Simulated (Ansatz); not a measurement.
Base system: W in the bcc (W type) structure (space group Im-3m, No. 229; relaxed with 0.1 eV smearing).

```
CELL_PARAMETERS angstrom
     -1.57711     1.57711     1.57711
      1.57711    -1.57711     1.57711
      1.57711     1.57711    -1.57711
ATOMIC_POSITIONS crystal
  W  0.00000 0.00000 0.00000
```

Calculations: PBEsol/PAW in Ansatz (an electronic-structure program), scalar-relativistic without spin-orbit coupling.

Before the change:

| Quantity | Value |
|---|---|
| Pressure | 0.0 GPa |

One thing is altered: the cell is scaled by 0.9700 in all directions; the atoms relax in the strained cell.

**Question.** What happens to the energy relative to the base?

**Answer.** The energy goes up by 141 meV/atom.

**Question.** What happens to the pressure?

**Answer.** The pressure goes from zero to 35.6 GPa.

Whether these cells are dynamically stable was not tested. All final runs are without spin polarisation.
